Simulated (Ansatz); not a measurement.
The structure below was relaxed with PBE, PAW, 420 eV (Ansatz, an electronic-structure program; without spin-orbit coupling), at pressure 9 GPa.

Space group Fm-3m (No. 225); a = b = c = 5.7943 Å, α = β = γ = 90.00°

```csv
atom,site,symmetry,x,y,z
Pb,4a,m-3m,0.0000,0.0000,0.0000
F,8c,-43m,0.2500,0.2500,0.2500
```

Q: Write out a cell with all atoms.

A: 
```xyz
12
Lattice="5.7943 0.0000 0.0000 0.0000 5.7943 0.0000 0.0000 0.0000 5.7943" Properties=species:S:1:pos:R:3 pbc="T T T"
Pb     0.0000     0.0000     0.0000
F      1.4486     4.3457     4.3457
F      1.4486     1.4486     4.3457
Pb     0.0000     2.8971     2.8971
F      1.4486     1.4486     1.4486
F      1.4486     4.3457     1.4486
Pb     2.8971     0.0000     2.8971
F      4.3457     4.3457     1.4486
F      4.3457     1.4486     1.4486
Pb     2.8971     2.8971     0.0000
F      4.3457     1.4486     4.3457
F      4.3457     4.3457     4.3457
```
This is the conventional cell.

Load acts through the strain it causes; cell and atoms are relaxed under it. No phonon test of stability was made. No other phases were tried under pressure. The cell was made from PbF2 in the fluorite structure (space group Fm-3m, No. 225) by this change: pressure 9 GPa.
